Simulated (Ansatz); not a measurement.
Checking a run of Ansatz (a program for electronic structure) on Te3Se (P6_3/mmc, 8 atoms in the cell). The aim is a self-consistent single point with DFT, PBEsol, plane waves, PAW files made with PBE.

Cell that was meant: a = 7.8601 Å, b = 7.8601 Å, c = 4.3022 Å, α = 90.00°, β = 90.00°, γ = 120.00°.

Part of the input:

```yaml
# Te3Se
crystal:
  lattice:
    - [14.85341700, 0.00000000, 0.00000000]
    - [-7.42670900, 12.86343800, 0.00000000]
    - [0.00000000, 0.00000000, 8.12990400]
  atoms:
    - { symbol: Te, position: [0.34253000, 0.17126500, 0.75000000] }
    - { symbol: Te, position: [0.65747000, 0.82873500, 0.25000000] }
```

Output (repeated stretches shortened):

```
   [... lines left out ...]
Initial density: superposition of atomic densities (chi_scale 0.1, normalization cell), built separately for each of the 8 bonded fragments …
Initial wavefunctions: pseudopotential atomic-orbital guess
Eigensolver: davidson
Functional: x = pbesol(κ = 0.804, μ = 0.12345679012345678), c = pbesol(β = 0.046)
SCF iter   1: F=—  HF=-52232.476353 eV  |F-HF|=—  |Δ(HF+E_count)|=         —  Δρ=1.87e-2  dr2=3.65e1  ethr=3.10e-3  ⟨swp⟩=7.5  Hψ=3080  notcnv=0  defer=4
all-band conjugate gradients solve this SCF's bands
preconditioner: auto → LDOS
SCF iter   2: F=—  HF=-52247.573505 eV  |F-HF|=—  |Δ(HF+E_count)|=    1.51e1  S|Δr|=    0.00e0  Δρ=4.07e-2  dr2=1.78e2  ethr=3.10e-3  ⟨swp⟩=6.0  Hψ=1555  notcnv=0  defer=12  recentre
   [... lines left out ...]
SCF iter  20: F=—  HF=-52230.665360 eV  |F-HF|=—  |Δ(HF+E_count)|=   1.50e-4  S|Δr|=    0.00e0  Δρ=4.35e-6  dr2=1.97e-6  ethr=3.23e-9  ⟨swp⟩=1.2  Hψ=923  notcnv=0  defer=12
SCF iter  21: F=—  HF=-52230.665361 eV  |F-HF|=—  |Δ(HF+E_count)|=   4.91e-8  S|Δr|=    0.00e0  Δρ=1.92e-6  dr2=3.13e-7  ethr=1.54e-9  ⟨swp⟩=1.1  Hψ=913  notcnv=0  defer=12
SCF iter  22: F=-52230.665361 eV  HF=-52230.665361 eV  |F-HF|=2.55e-8  |Δ(HF+E_count)|=   8.24e-9  S|Δr|=    0.00e0  Δρ=8.77e-7  dr2=3.94e-8  ethr=7.81e-11  ⟨swp⟩=16.2  Hψ=3661  notcnv=0
SCF 1 converged in 22 iterations: F = -52230.665361 eV  dr2 = 3.94e-8
Stability not checked (fill_not_monotonic)
Free energy (F): -52230.665361 eV
Internal energy: -52230.534678 eV  (E = F + TS)
E sigma→0 (E₀):  -52230.621800 eV
Entropy (-TS):   -0.130683 eV (-16.335 meV/atom)
Fermi energy:    -3.961770 eV
--- Forces (eV/Å), atoms counted from 1 ---
  atom   1  Te    -0.00805000    -0.00464767     0.00000000
  atom   2  Te     0.00805000     0.00464767     0.00000000
  atom   3  Te     0.00000000    -0.00929534     0.00000000
   [... lines left out ...]
  atom   8  Se     0.00000000    -0.00000000     0.00000000
--- Stress (GPa, compression-positive) ---
       -0.259917       0.000000       0.000000
        0.000000      -0.259917       0.000000
        0.000000       0.000000      -0.458447
  P = ⅓ Tr σ = -0.3261 GPa (-3.261 kbar)
  The stress holds the Pulay correction. Without it, at fixed plane waves, as pw.x and ABINIT print it: P = -0.3296 GPa
```

Q: Is anything amiss in this input, and did it matter?

A: The run is not sound. The fault is this: lattice typed in bohr, read as angstrom. Bohr and ångström differ by a factor of 1.89; the cell that the program reads is then far too large or far too small. To fix it, give the lengths in the unit that the key or card expects. The run converged in 22 iterations without an error; against the sound input the free energy rises by 3.25 eV/atom, the pressure goes from -2.90 to -0.33 GPa and the largest force goes from 0.049 to 0.009 eV/Å.

The sound input it was made from differs as follows (other fixes are possible):
```diff
-    - [14.85341700, 0.00000000, 0.00000000]
-    - [-7.42670900, 12.86343800, 0.00000000]
-    - [0.00000000, 0.00000000, 8.12990400]
+    - [7.86009000, 0.00000000, 0.00000000]
+    - [-3.93004500, 6.80703800, 0.00000000]
+    - [0.00000000, 0.00000000, 4.30216000]
```

With that input, the run converged in 10 iterations: free energy E − TS (on the zero of these files) -52256.6796 eV; Fermi level (on the code's own zero) 9.72 eV; pressure -2.90 GPa; largest force (vector length) 0.049 eV/Å (DFT, PBEsol, plane waves, PAW files made with PBE).

On the sound input: the starting cell comes from a database of computed structures (which also holds hypothetical and non-ambient phases and stackings), without a prior relaxation at this level. Spin-orbit coupling is off. Ansatz's pressure includes its estimate of the finite-basis (Pulay) stress. The run gives no clean gap (levels at the Fermi energy touch, overlap or are partly filled at this smearing), which alone does not show that the compound is a metal.
